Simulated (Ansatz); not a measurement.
WS2: energy against strain

WS2 (2H layered, P6_3/mmc, 17.434 Å³/atom at rest, c along z) under an equal strain ε in the (0001) plane with the normal axis free, as in a coherent film. PBE-D3(BJ) in Ansatz, a plane-wave DFT program (PAW, default set), 420 eV, 12×12×3 Γ-centred mesh, Fermi-Dirac smearing 0.05 eV; ions are relaxed within the symmetry of each cell.

Here s stands for strain and y for E less E0.

```csv
strain (%),E less E0 (meV/atom)
-1.20,4.84
-0.60,1.19
0.00,0.00
0.60,1.18
1.20,4.63
3.00,?
```

Question: Using a parabola, estimate the missing y at s = 3.00 from the other rows, showing the fit.

Answer: Least squares gives y = 0.001 - 0.0717·s + 3.2877·s². Residuals (row less fit): 0.019, -0.038, -0.001, 0.038, -0.019; standard error 0.042 (degrees of freedom: 2). Twice the quadratic coefficient over the volume, 2 × 3.2877 meV × 10⁴ × 0.1602 / 17.434 Å³, is twice the biaxial elastic modulus of this plane = 604 ± 6 GPa. At the withheld row, y = 0.001 - 0.0717 × 3.0 + 3.2877 × 3.0² = 29.375 meV/atom. The calculation gives 27.91 meV/atom, 1.465 meV/atom below the prediction (5.2 % of the range of y in the table). The row lies outside the fitted rows, so this is an extrapolation. From the scatter of the fitted rows alone, a prediction at this place has a standard error of 0.274 meV/atom, so the miss is 5.3 times that.

One order more, fitted to all 11 runs of the series, follows each within 0.01, so the miss is the next term of a smooth law. Rows are the converged runs of the series near zero and its far end; series whose fitted rows scatter by over a few per cent of the range, as at a crossing or softening among them, aren't shown in this form. Most that stay on the fit to the last digits aren't either.
